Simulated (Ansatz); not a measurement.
TlAsS2 (P2₁/c, No. 14), treated with r²SCAN+SOC (PAW; Ansatz, a first-principles code).

Numerical settings: plane-wave cutoff 560 eV, 6×4×4 k mesh (along the axes of the cell as run), Fermi–Dirac smearing 0.01 eV, PAW data made under PBE.

Cell (measured lattice):

```
CELL_PARAMETERS angstrom
      6.11400     0.00000     0.00000
      0.00000    11.31300     0.00000
     -3.01838     0.00000    11.91977
ATOMIC_POSITIONS crystal
  Tl 0.83720 0.68790 0.94770
  Tl 0.16280 0.18790 0.55230
  Tl 0.16280 0.31210 0.05230
  Tl 0.83720 0.81210 0.44770
  Tl 0.26440 0.94430 0.89890
  Tl 0.73560 0.44430 0.60110
  Tl 0.73560 0.05570 0.10110
  Tl 0.26440 0.55570 0.39890
  As 0.77300 0.16490 0.80520
  As 0.22700 0.66490 0.69480
  As 0.22700 0.83510 0.19480
  As 0.77300 0.33510 0.30520
  As 0.46600 0.41370 0.86470
  As 0.53400 0.91370 0.63530
  As 0.53400 0.58630 0.13530
  As 0.46600 0.08630 0.36470
  S  0.28500 0.68900 0.87800
  S  0.71500 0.18900 0.62200
  S  0.71500 0.31100 0.12200
  S  0.28500 0.81100 0.37800
  S  0.81200 0.44300 0.84900
  S  0.18800 0.94300 0.65100
  S  0.18800 0.55700 0.15100
  S  0.81200 0.05700 0.34900
  S  0.42500 0.21200 0.83300
  S  0.57500 0.71200 0.66700
  S  0.57500 0.78800 0.16700
  S  0.42500 0.28800 0.33300
  S  0.72900 0.96100 0.81700
  S  0.27100 0.46100 0.68300
  S  0.27100 0.03900 0.18300
  S  0.72900 0.53900 0.31700
```

What does this level give for the band gap, smallest direct gap on the k points sampled and Γ–Γ gap?


band gap: 1.70 eV (indirect)
smallest direct gap on the k points sampled: 1.89 eV
Γ–Γ gap: 1.95 eV

Measured, for comparison: band gap 1.8 ± 0.1 eV (temperature not stated, not corrected to a static lattice, crystals; values from its Ref. 18; as tabulated in Spesyvykh et al. (2024), doi:10.15330/pcss.25.4.795-800).

Note: cell and atoms aren't relaxed at this level (largest force component 0.26 eV/Å, pressure 0.7 GPa).

The computed numbers hold no vibrational or temperature effects.
